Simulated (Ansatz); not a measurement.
Here is the system:

End structure of the (110) surface of fcc Pt in its 1x1 cell (the real clean face reconstructs), outermost plane spacing 1.40 Å in the ideal cut:

```
CELL_PARAMETERS angstrom
      2.80721     0.00000     0.00000
      0.00000     3.97000     0.00000
      0.00000     0.00000    26.00000
ATOMIC_POSITIONS crystal
  Pt 0.50000 0.50000 0.31591
  Pt 0.00000 0.00000 0.36167
  Pt 0.50000 0.50000 0.41995
  Pt 0.00000 0.00000 0.47313
  Pt 0.50000 0.50000 0.52687
  Pt 0.00000 0.00000 0.58005
  Pt 0.50000 0.50000 0.63833
  Pt 0.00000 0.00000 0.68409
```

Set-up: 8 atoms, 9.8 Å thick at the start (thin: gaps and levels are the slab's own); mesh 13x10x1; 0.1 eV smearing; dipole correction on; single point; on the structure that PBE left under its start's symmetry; no spin, no spin-orbit, no U.

### Question
Give the surface energy (mean of both faces) at the level r2SCAN, at the PBE geometry (Ansatz, a first-principles code).

### Answer
2.11 J/m²

### Question
Estimate the work function of the top face that r2SCAN, at the PBE geometry returns for this input.

### Answer
5.28 eV
